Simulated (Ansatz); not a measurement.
A self-consistent single point of SeO3 (P-42_1c, 32 atoms in the cell) with Ansatz (a first-principles code).

Method of the run: LDA (PW92), default PAW files made with PBE (plane waves; Ansatz).

```xyz
32
Lattice="9.7275 0.0000 0.0000 0.0000 9.7275 0.0000 0.0000 0.0000 5.3302" Properties=species:S:1:pos:R:3 pbc="T T T"
O      2.2762     0.9679     1.6486
O      0.9679     7.4513     3.6815
O      7.4513     8.7597     1.6486
O      8.7597     2.2762     3.6815
O      7.1400     3.8959     1.0165
O      5.8317     7.1400     4.3137
O      2.5875     5.8317     1.0165
O      3.8959     2.5875     4.3137
O      1.1615     0.9805     4.4992
O      0.9805     8.5661     0.8310
O      8.5661     8.7470     4.4992
O      8.7470     1.1615     0.8310
O      6.0252     3.8832     3.4961
O      5.8443     6.0252     1.8341
O      3.7023     5.8443     3.4961
O      3.8832     3.7023     1.8341
O      3.2694     9.1945     4.7748
O      9.1945     6.4581     0.5554
O      6.4581     0.5331     4.7748
O      0.5331     3.2694     0.5554
O      8.1332     5.3968     3.2205
O      4.3307     8.1332     2.1097
O      1.5943     4.3307     3.2205
O      5.3968     1.5943     2.1097
Se     2.1761     0.1216     0.3358
Se     0.1216     7.5515     4.9944
Se     7.5515     9.6059     0.3358
Se     9.6059     2.1761     4.9944
Se     7.0398     4.7422     2.3293
Se     4.9854     7.0398     3.0009
Se     2.6877     4.9854     2.3293
Se     4.7422     2.6877     3.0009
```

Reference input (self-consistent single point, DFT, PBEsol, plane waves, default PAW files made with PBE): kpoints.mp_grid.grid = 2 2 3; hamiltonian.xc = pbesol; hamiltonian.pseudopotentials = {kind: paw} (the program's default PAW files); scf.occupations.method = cold; scf.occupations.width = 0.2 eV. This run's input differs from it in these lines:

Ansatz 0.2 input:
```diff
@@ -42,3 +42,3 @@
 hamiltonian:
-  xc: pbesol
+  xc: lda
   pseudopotentials:
```

Output, abridged:

```
SCF iter   1: F=—  HF=-56340.471653 eV  |F-HF|=—  |Δ(HF+E_count)|=         —  Δρ=1.22e-2  dr2=6.65e-1  ethr=1.77e-3  ⟨swp⟩=6.0  Hψ=4505  notcnv=0  defer=1
all-band conjugate gradients solve this SCF's bands
preconditioner: auto → Resta (q_TF=auto, 2.461 Å⁻¹)
SCF iter   2: F=—  HF=-56340.301053 eV  |F-HF|=—  |Δ(HF+E_count)|=   1.71e-1  S|Δr|=    0.00e0  Δρ=3.71e-3  dr2=5.52e-2  ethr=2.45e-4  ⟨swp⟩=2.0  Hψ=1533  notcnv=0  defer=13
   [... lines left out ...]
SCF iter   7: F=—  HF=-56340.286288 eV  |F-HF|=—  |Δ(HF+E_count)|=   4.78e-4  S|Δr|=    0.00e0  Δρ=1.01e-4  dr2=4.54e-5  ethr=2.63e-8  ⟨swp⟩=2.0  Hψ=1392  notcnv=0  defer=13
SCF iter   8: F=—  HF=-56340.286283 eV  |F-HF|=—  |Δ(HF+E_count)|=   4.86e-6  S|Δr|=    0.00e0  Δρ=1.72e-5  dr2=1.67e-6  ethr=1.67e-8  ⟨swp⟩=2.0  Hψ=1228  notcnv=0  defer=13
SCF iter   9: F=-56340.286284 eV  HF=-56340.286284 eV  |F-HF|=3.15e-8  |Δ(HF+E_count)|=   1.03e-6  S|Δr|=    0.00e0  Δρ=3.25e-6  dr2=8.15e-8  ethr=3.68e-11  ⟨swp⟩=9.0  Hψ=4697  notcnv=0
SCF 1 converged in 9 iterations: F = -56340.286284 eV  dr2 = 8.15e-8
Stability not checked (fill_not_monotonic)
Free energy (F): -56340.286284 eV
Internal energy: -56340.286284 eV  (E = F + TS)
E sigma→0 (E₀):  -56340.286284 eV
Fermi energy:    2.652428 eV
--- Forces (eV/Å), atoms counted from 1 ---
  atom   1  O      0.37220443     0.57864129     1.00461501
  atom   2  O      0.57864129    -0.37220443    -1.00461501
  atom   3  O     -0.37220443    -0.57864129     1.00461501
  atom   4  O     -0.57864129     0.37220443    -1.00461501
  atom   5  O      0.37220443    -0.57864129    -1.00461501
   [... 23 lines left out ...]
   [... lines left out ...]
  atom  32  Se     0.16854515     1.46237335    -0.11477955
--- Stress (GPa, compression-positive) ---
        1.631115       0.000000       0.000000
        0.000000       1.631115      -0.000000
        0.000000      -0.000000       4.378071
  P = ⅓ Tr σ = 2.5468 GPa (25.468 kbar)
  The stress holds the Pulay correction. Without it, at fixed plane waves, as pw.x and ABINIT print it: P = 1.7094 GPa
```

The run converged in 9 iterations. Against the reference run the pressure goes from 5.98 to 2.55 GPa, the largest force goes from 1.987 to 1.566 eV/Å and the gap on the mesh goes from 3.181 to 3.052 eV.

The starting cell comes from a database of published, mostly measured structures (it also holds non-ambient and calculated ones), without a prior relaxation at this level. Its lattice was rescaled by a random factor within 2.5 % of one. Forces in this geometry exceed 1 eV/Å. Ansatz's pressure includes its estimate of the finite-basis (Pulay) stress. Without the estimate this run gives 1.71 GPa.

Cost on one core of a shared machine: roughly 50 s.
